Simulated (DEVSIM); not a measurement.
Device: illuminated Si n-on-p cell, one wavelength, with a back-surface field, at 250 K.

```
layer (left to right)  material  thickness (μm)  Nd (cm⁻³)  Na (cm⁻³)   τn (s)   τp (s)  absorption coefficient (cm⁻¹)
---------------------  --------  --------------  ---------  ---------  -------  -------  -----------------------------
1                            Si           0.740     9.1e17          -  0.00012   1.9e-5                          29000
2                            Si            24.0          -     1.4e17  0.00015  0.00015                          29000
3                            Si           0.320          -     4.8e18  0.00015  0.00015                          29000
```

Left contact: ohmic, minority hole recombination velocity 10000 cm/s. Right contact: ohmic, minority electron recombination velocity 400 cm/s. Voltage is applied to the left contact. Recombination: SRH at mid-gap, radiative, Auger. Light enters at the left, 4.4e17 photons cm⁻² s⁻¹, one pass, no reflection. Mobility is μmin + (μ − μmin)/(1 + (N/Nref)^α).

Constants are typed, rounded textbook-type inputs, not results; the design itself was drawn at random and stands for no fabricated device. Values at 300 K; Nc and Nv go as T^1.5, mobilities as T to minus their exponent, the gap by Varshni's rule with the affinity fixed.

```tsv
parameter	Si
gap (eV)	1.124
affinity (eV)	4.05
permittivity	11.7
Nc (cm⁻³)	2.86e19
Nv (cm⁻³)	3.1e19
μn (cm²/Vs)	1417
μp (cm²/Vs)	470
μn,min	52
μp,min	45
Nref,n	9.7e16
Nref,p	2.2e17
αn	0.68
αp	0.72
T exponent of μn	2.3
T exponent of μp	2.2
B (cm³/s)	4.7e-15
Cn (cm⁶/s)	2.8e-31
Cp (cm⁶/s)	9.9e-32
Varshni α (eV/K)	0.000473
Varshni β (K)	636
```

Model (solved in DEVSIM): 1D drift-diffusion, Boltzmann statistics, complete ionisation; no tunnelling, impact ionisation, image-force lowering or self-heating.

Tabulate band edges, carrier densities and field at zero bias, in the dark.

Energies count from the Fermi level of the right contact; mesh points crowd at the junctions.

```tsv
x (μm)	Ec (eV)	Ev (eV)	n (cm⁻³)	p (cm⁻³)	field (V/cm)
0.000	0.068	-1.068	9.1e17	< 1e2	≈ 0
0.03851	0.068	-1.068	9.1e17	< 1e2	≈ 0
0.1409	0.068	-1.068	9.1e17	< 1e2	≈ 0
0.3848	0.068	-1.068	9.1e17	< 1e2	≈ 0
0.6574	0.068	-1.068	9.1e17	< 1e2	≈ 0
0.7224	0.073	-1.063	7.3e17	< 1e2	12000
0.7521	0.426	-0.711	5.7e10	110000	160000
0.8546	1.025	-0.111	< 1e2	1.4e17	780
1.085	1.026	-0.110	< 1e2	1.4e17	≈ 0
1.696	1.026	-0.110	< 1e2	1.4e17	≈ 0
3.429	1.026	-0.110	< 1e2	1.4e17	≈ 0
10.71	1.026	-0.110	< 1e2	1.4e17	≈ 0
19.44	1.026	-0.110	< 1e2	1.4e17	≈ 0
22.76	1.026	-0.110	< 1e2	1.4e17	≈ 0
24.22	1.026	-0.110	< 1e2	1.4e17	≈ 0
24.57	1.026	-0.110	< 1e2	1.4e17	≈ 0
24.69	1.026	-0.110	< 1e2	1.4e17	260
24.74	1.059	-0.077	< 1e2	6.7e17	46000
24.79	1.102	-0.034	< 1e2	4.8e18	≈ 0
24.89	1.102	-0.034	< 1e2	4.8e18	≈ 0
25.00	1.102	-0.034	< 1e2	4.8e18	≈ 0
25.06	1.102	-0.034	< 1e2	4.8e18	≈ 0
```
